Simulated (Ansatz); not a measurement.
An Ansatz (an electronic-structure program) run: Os with a change (pressure 30 GPa); PBE in Ansatz (plane waves to 420 eV, PAW, no spin-orbit coupling).

Input:

Ansatz 0.2 input:
```yaml
crystal:
  lattice:
    - [2.7216956936, 0, 0]
    - [-1.3608478468, 2.3570576121, 0]
    - [0, 0, 4.2987314832]
  atoms:
    - { symbol: Os, position: [0.3333333333, 0.6666666667, 0.75] }
    - { symbol: Os, position: [0.6666666667, 0.3333333333, 0.25] }
basis: { ecutwfc: 420, ecutrho_ratio: 4, xc_grid: 2, fft_grid_basis: typed }
kpoints: { mp_grid: { grid: [19, 19, 11] } }
hamiltonian:
  xc: pbe
  dispersion: none
  pseudopotentials: { kind: paw }
scf: { occupations: { method: fermi_dirac, width: 0.05 } }
relax: { f_tol: 0.01, max_steps: 60, cell: { stress_tol: 0.02, p_target: 30.0 } }
output: { forces: true, stress: true }
checkpoint: { write: state.ck, write_every: 1000 }
```

Output (explanatory and most iteration lines left out):

```
Relaxation: its limit of steps is 60 (relax.max_steps)
Pseudopotential: Os, paw, valence charge 16
Crystal: 2 atoms, lattice volume = 27.577 Å³
Basis set: ecut = 420 eV, 537 PW (Γ), exchange–correlation on 40×40×60 points (8 copies of the dense FFT grid, shifted against one another)
Bands: 20, of which v1, the nominal top of the filled ones, is band 16 counted from 1 (15 counted from 0)
Symmetry: 24 space group operations
Space group: P63/mmc (ITA 194), of the structure as read, at distance tolerance 3.0e-5 Å
k-points: 240 of 3971
Functional: x = pbe(κ = 0.804, μ = 0.2195149727645171), c = pbe(β = 0.06672455060314922)
SCF iter   1: F=—  HF=-22769.053985 eV  |F-HF|=—  |Δ(HF+E_count)|=         —  Δρ=9.41e-3  dr2=8.52e-3  ethr=1.77e-3  ⟨swp⟩=4.9  Hψ=18952  notcnv=0
SCF iter   2: F=—  HF=-22769.056992 eV  |F-HF|=—  |Δ(HF+E_count)|=   3.01e-3  Δρ=5.50e-3  dr2=2.86e-3  ethr=2.66e-5  ⟨swp⟩=2.0  Hψ=8219  notcnv=0
SCF 1 converged in 6 iterations: F = -22769.058449 eV  dr2 = 2.13e-10
relax step   1: F+E_penalty+E_count = -22769.05844871 eV  Δ(F+E_penalty+E_count) = +0.000e0 eV  max|allowed force component| = 8.327e-17 eV/Å  Δτ_max = 0.0000 Å  P = +15.017 GPa  Ω = 27.577 Å³  (6 SCF iters, dr2 threshold 1.00e-7 eV, accepted)
[... steps on the carried basis left out ...]
relax step   8: F+E_penalty+E_count = -22768.94530660 eV  Δ(F+E_penalty+E_count) = -3.096e-7 eV  max|allowed force component| = 5.551e-17 eV/Å  Δτ_max = 0.0000 Å  P = +30.000 GPa  Ω = 26.764 Å³  stress off target by 1.33e-4 GPa  SCF on the basis re-selected at this cell (its energy is not comparable with the rows above)  (7 SCF iters)
SCF converged after 7 iterations
Free energy (F): -22768.945307 eV
Internal energy: -22768.936748 eV  (E = F + TS)
E sigma→0 (E₀):  -22768.941027 eV
Entropy (-TS):   -0.008559 eV (-4.279 meV/atom)
Fermi energy:    27.452950 eV
--- Forces (eV/Å), atoms counted from 1 ---
  atom   1  Os    -0.00000000     0.00000000    -0.00000000
  atom   2  Os     0.00000000    -0.00000000     0.00000000
--- Stress (GPa, compression-positive) ---
       30.000114      -0.000000       0.000000
        0.000000      30.000114      -0.000000
        0.000000      -0.000000      29.999867
  P = ⅓ Tr σ = 30.0000 GPa (300.000 kbar)
--- Relaxed structure (6 steps of the walk, 5 accepted, 2 SCFs on fresh bases) ---
  cell:  # Å, volume = 26.7645 Å³
    - [2.6935683287897962, 0.0, 0.0]
    - [-1.3467841643948981, 2.332698599561159, 0.0]
    - [0.0, 0.0, 4.259632036089473]
  atoms:
    - { symbol: Os, position: [0.33333333333333337, 0.6666666666666667, 0.75] }
    - { symbol: Os, position: [0.6666666666666666, 0.33333333333333337, 0.25000000000000006] }
```

Load acts through the strain it causes; cell and atoms are relaxed under it. Whether these cells are dynamically stable was not tested. No other phases were tried under pressure. All final runs are without spin polarisation. The cell was made from Os in the hcp (Mg type) structure (space group P6_3/mmc, No. 194) by this change: pressure 30 GPa.
